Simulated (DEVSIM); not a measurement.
Device: Si p+/n-/n+ power diode, at 300 K.

Layer 1 from the left is Si, thickness (μm) 0.800, Na (cm⁻³) 1.3e19, τn (s) 0.0001, τp (s) 0.0001. Layer 2 from the left is Si, thickness (μm) 20.0, Nd (cm⁻³) 7.6e15, τn (s) 0.0001, τp (s) 0.0001. Layer 3 from the left is Si, thickness (μm) 4.10, Nd (cm⁻³) 2.8e18, τn (s) 0.0001, τp (s) 0.0001.

Left contact: ohmic. Right contact: ohmic. Voltage is applied to the left contact. Recombination: SRH at mid-gap, radiative. Mobility is μmin + (μ − μmin)/(1 + (N/Nref)^α).

Constants are typed, rounded textbook-type inputs, not results; the design itself was drawn at random and stands for no fabricated device. Values at 300 K.

Si: gap (eV) 1.124, affinity (eV) 4.05, permittivity 11.7, Nc (cm⁻³) 2.86e19, Nv (cm⁻³) 3.1e19, μn (cm²/Vs) 1417, μp (cm²/Vs) 470, μn,min 52, μp,min 45, Nref,n 9.7e16, Nref,p 2.2e17, αn 0.68, αp 0.72, B (cm³/s) 4.7e-15.

DEVSIM, 1D drift-diffusion, Boltzmann statistics, complete ionisation; no tunnelling, impact ionisation, image-force lowering or self-heating.

What does the simulation give for the dark forward voltage at 1 A/cm², the potential step across the device at zero bias, the dark forward voltage at 100 A/cm²?

dark forward voltage at 1 A/cm² 0.775 V; potential step across the device at zero bias 1.041 V; dark forward voltage at 100 A/cm² 0.899 V.
